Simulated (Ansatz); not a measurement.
The starting structures come from a database of crystals and need not be the phases stable at ambient conditions.

 Where the default PAW files enter, the runs use the earlier of Ansatz's two default sets.

By PBEsol, the system below comes out a metal.

Without scattering a metal conducts by its projected Fermi surface.

Given:

```yaml
crystal:
  lattice:
    - [2.72327, 0.00000, 0.00000]
    - [-0.90776, 2.56752, 0.00000]
    - [0.90776, 1.28376, 2.22354]
  atoms:
    - { symbol: Pd, position: [0.00000, 0.00000, 0.00000] }
```

Space group of this cell: Im-3m, bcc (W type). The cell is taken as given; by PBEsol its mean pressure is -10.0 GPa.

The current flows along the normal of the first two printed cell vectors, the (110) plane of the conventional cell. No spin-orbit coupling; the value is a mean over 0.1 eV about the Fermi level.

**Question.** Estimate the ballistic conductance per area that PBEsol run with Ansatz (a program for electronic structure) returns for this system.

**Answer.** 1.6 × 10¹⁵ S/m² for both spins.
